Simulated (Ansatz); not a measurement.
## Response to strain in MoS2

Consider MoS2 (space group P6_3/mmc, No. 194; a = 3.1090 Å, c = 11.7090 Å; layered, stacked along the Cartesian z axis). Axes: x lies along a and z along c of the hexagonal cell.

Strains are applied to the cell and any free atomic positions relax; under biaxial strain the out-of-plane vector relaxes too.

Method: PBEsol-D3(BJ) (Ansatz, a quantum-chemistry and plane-wave program), spin-orbit coupling left out.

Notes on the quantities. pressure: mean of the normal stresses, compression positive.

```json
[
 {"case": "base", "ratio −ε⊥/ε∥": "–", "shortest interatomic distance": "2.380 Å", "pressure": "0.00 GPa", "band gap": "0.52 eV"},
 {"case": "biaxial strain −3.00 %, plane normal [001], relaxed out of plane", "ratio −ε⊥/ε∥": "0.36", "shortest interatomic distance": "2.363 Å", "pressure": "6.89 GPa", "band gap": "0.58 eV"},
 {"case": "biaxial strain −2.40 %, plane normal [001], relaxed out of plane", "ratio −ε⊥/ε∥": "0.35", "shortest interatomic distance": "2.366 Å", "pressure": "5.39 GPa", "band gap": "0.56 eV"},
 {"case": "biaxial strain −1.80 %, plane normal [001], relaxed out of plane", "ratio −ε⊥/ε∥": "0.35", "shortest interatomic distance": "2.370 Å", "pressure": "3.95 GPa", "band gap": "0.55 eV"},
 {"case": "biaxial strain −1.20 %, plane normal [001], relaxed out of plane", "ratio −ε⊥/ε∥": "0.34", "shortest interatomic distance": "2.373 Å", "pressure": "2.58 GPa", "band gap": "0.54 eV"},
 {"case": "biaxial strain −0.60 %, plane normal [001], relaxed out of plane", "ratio −ε⊥/ε∥": "–", "shortest interatomic distance": "2.377 Å", "pressure": "1.26 GPa", "band gap": "0.53 eV"}
]
```

Whether these cells are dynamically stable was not tested.
